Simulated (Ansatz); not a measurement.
Phonon-limited resistivity of SrGa$_{4}$ (I4/mmm) against temperature in μΩ·cm, PBEsol, DFPT electron-phonon coupling, linearised Boltzmann equation run with Ansatz (a quantum-chemistry and plane-wave program), harmonic crystal at a fixed cell. x, y and z are the axes of this cell:
```yaml
crystal:
  lattice:
    - [-2.20128, 2.20128, 5.30502]
    - [2.20128, -2.20128, 5.30502]
    - [2.20128, 2.20128, -5.30502]
  atoms:
    - { symbol: Sr, position: [0.00000, 0.00000, 0.00000] }
    - { symbol: Ga, position: [0.61748, 0.61748, 0.00000] }
    - { symbol: Ga, position: [0.38252, 0.38252, 0.00000] }
    - { symbol: Ga, position: [0.75000, 0.25000, 0.50000] }
    - { symbol: Ga, position: [0.25000, 0.75000, 0.50000] }
```

```csv
T,"ρ (x, y)",ρ (z)
50 K,1.30,3.0
77 K,(withheld),6.7
100 K,4.1,(withheld)
150 K,6.9,17.6
200 K,9.6,25
250 K,12.3,32
273 K,13.5,35
300 K,14.9,39
```

Question: What belongs in the gaps?

Answer: 
- 77 K, ρ (x, y): 2.8
- 100 K, ρ (z): 10.1

A metal at this level (no band gap). Only scattering by harmonic phonons is included (no impurities, grain boundaries, electron-electron scattering or thermal expansion). Spin-orbit coupling is left out. The run warned that the eigensolver left some states short of its tolerance. Halving the electron mesh (20x20x20) moves the resistivity by up to 15 %. Smearing 0.20 eV; phonons on a 5x5x5 q mesh, which this run doesn't test and which matters most at low temperature.

Formula and space group known from diffraction (Crystallography Open Database), not checked to be the room-temperature form: SrGa4 (I4/mmm).
